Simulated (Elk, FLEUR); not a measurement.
An Elk input for a self-consistent single point of LaS2 (P4/nmm, 6 atoms in the cell) (DFT, PBEsol, all-electron FP-LAPW, Elk's shipped species files, APW+lo basis with extra local orbitals):

```
tasks
  0

xctype
  22

rgkmax
  8.0

gmaxvr
  16.0

nxlo
  2

lorbcnd
  .true.

lmaxi
  3

stype
  3

swidth
  0.00367493

scale
  7.493544541

avec
    1.0000000000    0.0000000000    0.0000000000
    0.0000000000    1.0000000000    0.0000000000
    0.0000000000    0.0000000000    2.0556058095

atoms
  2   : nspecies
  'La.in'   : spfname
  2   : natoms; atposl, bfcmt below
  0.0000000000  0.5000000000  0.7242300000    0.0 0.0 0.0
  0.5000000000  0.0000000000  0.2757700000    0.0 0.0 0.0
  'S.in'   : spfname
  4   : natoms; atposl, bfcmt below
  0.0000000000  0.5000000000  0.3639700000    0.0 0.0 0.0
  0.5000000000  0.0000000000  0.6360300000    0.0 0.0 0.0
  0.0000000000  0.0000000000  0.0000000000    0.0 0.0 0.0
  0.5000000000  0.5000000000  0.0000000000    0.0 0.0 0.0

ngridk
  7 7 4
```

Give the FLEUR input for the same structure, mesh, smearing and functional.

One input that does it (others would too):

Input of the input generator:

```
scf LaS2
&input film=f /
1.0000000000 0.0000000000 0.0000000000
0.0000000000 1.0000000000 0.0000000000
0.0000000000 0.0000000000 2.0556058095
7.4935445410
1.0 1.0 1.0

6
57 -0.0000000000 0.5000000000 0.7242300000
57 0.5000000000 0.0000000000 0.2757700000
16 -0.0000000000 0.5000000000 0.3639700000
16 0.5000000000 0.0000000000 0.6360300000
16 -0.0000000000 0.0000000000 -0.0000000000
16 0.5000000000 0.5000000000 -0.0000000000

&comp jspins=1 /
&exco xctyp='PBEs' /
&kpt div1=7 div2=7 div3=4 gamma=t /
&end /
```

```xml
<?xml version="1.0" encoding="UTF-8" standalone="no"?>
<fleurInput fleurInputVersion="0.39">
   <comment>
      scf LaS2                                                                                            
   </comment>
   <calculationSetup>
      <cutoffs Kmax="4.0" Gmax="12.0" GmaxXC="12.0" numbands="0"/>
      <scfLoop itmax="100" minDistance="0.00001" maxIterBroyd="40" imix="Anderson" alpha="0.05" precondParam="0.0" spinf="2.0"/>
      <coreElectrons ctail="T" frcor="F" kcrel="0" coretail_lmax="0"/>
      <xcFunctional name="PBEs" relativisticCorrections="F"/>
      <magnetism jspins="1"/>
      <soc l_soc="F" theta="0.0" phi="0.0" spav="F"/>
      <expertModes spex="0" secvar="F"/>
      <geometryOptimization l_f="T" forcealpha="1.0" forcemix="BFGS" epsdisp="0.00001" epsforce="0.00001"/>
      <ldaU l_linMix="F" mixParam="0.05" spinf="1.0"/>
   </calculationSetup>
   <cell>
      <bzIntegration valenceElectrons="46.0" mode="hist" fermiSmearingEnergy="0.00367493">
         <kPointListSelection listName="default-1"/>
         <!-- k-points included here -->
         <xi:include xmlns:xi="http://www.w3.org/2001/XInclude" href="kpts.xml"> </xi:include>
      </bzIntegration>
      <!-- symmetry operations included here -->
      <xi:include xmlns:xi="http://www.w3.org/2001/XInclude" href="sym.xml"> </xi:include>
      <bulkLattice scale="1.0">
         <bravaisMatrix>
            <row-1>    7.4935445410000003     0.0000000000000000     0.0000000000000000</row-1>
            <row-2>    0.0000000000000000     7.4935445410000003     0.0000000000000000</row-2>
            <row-3>    0.0000000000000000     0.0000000000000000    15.4037736922266095</row-3>
         </bravaisMatrix>
      </bulkLattice>
   </cell>
   <atomSpecies>
      <species name="Lanthanum (La)" element="La" atomicNumber="57">
         <mtSphere radius="2.68" gridPoints="925" logIncrement="0.014"/>
         <atomicCutoffs lmax="10" lnonsphr="8"/>
         <electronConfig flipSpins="F">
            <coreConfig>(1s1/2) (2s1/2) (2p1/2) (2p3/2) (3s1/2) (3p1/2) (3p3/2) (4s1/2) (3d3/2) (3d5/2) (4p1/2) (4p3/2) (4d3/2) (4d5/2)</coreConfig>
            <valenceConfig>(5s1/2) (5p1/2) (5p3/2) (6s1/2) (5d3/2) (5d5/2)</valenceConfig>
            <stateOccupation state="(5d3/2)" spinUp="0.2" spinDown="0.2"/>
            <stateOccupation state="(5d5/2)" spinUp="0.3" spinDown="0.3"/>
         </electronConfig>
         <energyParameters s="6" p="6" d="5" f="4"/>
         <lo type="SCLO" l="0" n="5" eDeriv="0"/>
         <lo type="SCLO" l="1" n="5" eDeriv="0"/>
      </species>
      <species name="Sulfur (S)" element="S" atomicNumber="16">
         <mtSphere radius="2.53" gridPoints="873" logIncrement="0.014"/>
         <atomicCutoffs lmax="10" lnonsphr="8"/>
         <electronConfig flipSpins="F">
            <coreConfig>(1s1/2) (2s1/2) (2p1/2) (2p3/2)</coreConfig>
            <valenceConfig>(3s1/2) (3p1/2) (3p3/2)</valenceConfig>
            <stateOccupation state="(3p1/2)" spinUp="0.6666666666667" spinDown="0.6666666666667"/>
            <stateOccupation state="(3p3/2)" spinUp="1.3333333333333" spinDown="1.3333333333333"/>
         </electronConfig>
         <energyParameters s="3" p="3" d="3" f="4"/>
      </species>
   </atomSpecies>
   <atomGroups>
      <atomGroup species="Lanthanum (La)">
         <relPos label="                   1">-1.000/4.000 1.000/4.000 -.2757700000</relPos>
         <relPos label="                   2">1.000/4.000 -1.000/4.000 .2757700000</relPos>
         <force calculate="T" relaxXYZ="TTT"/>
      </atomGroup>
      <atomGroup species="Sulfur (S)">
         <relPos label="                   3">-1.000/4.000 1.000/4.000 .3639700000</relPos>
         <relPos label="                   4">1.000/4.000 -1.000/4.000 -.3639700000</relPos>
         <force calculate="T" relaxXYZ="TTT"/>
      </atomGroup>
      <atomGroup species="Sulfur (S)">
         <relPos label="                   5">-1.000/4.000 -1.000/4.000 .0000000000</relPos>
         <relPos label="                   6">1.000/4.000 1.000/4.000 .0000000000</relPos>
         <force calculate="T" relaxXYZ="TTT"/>
      </atomGroup>
   </atomGroups>
   <output dos="F" band="F" slice="F">
      <checks vchk="F" cdinf="F"/>
      <bandDOS minEnergy="-.5*Htr" maxEnergy="0.5*Htr" sigma="0.015" storeEVData="T"/>
      <vacuumDOS vacdos="F" integ="F" star="F" nstars="0" locx1="0.0" locy1="0.0" locx2="0.0" locy2="0.0" nstm="0" tworkf="0.0"/>
      <unfoldingBand unfoldBand="F" supercellX="1" supercellY="1" supercellZ="1"/>
      <plotting iplot="0" polar="F">
         <plot TwoD="T" vec1="  1.0  0.0  0.0" vec2="  0.0  1.0  0.0" vec3="  0.0  0.0  1.0" zero="  0.0  0.0  0.0" file="plot"/>
      </plotting>
      <chargeDensitySlicing numkpt="0" minEigenval="0.0" maxEigenval="0.0" nnne="0" pallst="F"/>
      <specialOutput eonly="F"/>
      <magneticCircularDichroism mcd="F" energyLo="-10.0" energyUp="0.0"/>
   </output>
  <!-- We include the file relax.xml here to enable relaxations (see documentation) -->
  <xi:include xmlns:xi="http://www.w3.org/2001/XInclude" href="relax.xml"> <xi:fallback/> </xi:include>
</fleurInput>
```

Basis settings and potentials, where a program has them, do not carry over. This input uses DFT, PBEsol, all-electron FLAPW (FLEUR), scalar-relativistic valence.

The starting cell comes from a database of computed structures (which also holds hypothetical and non-ambient phases and stackings), without a prior relaxation at this level. For this run, on top of that: lattice scaled by 0.98.
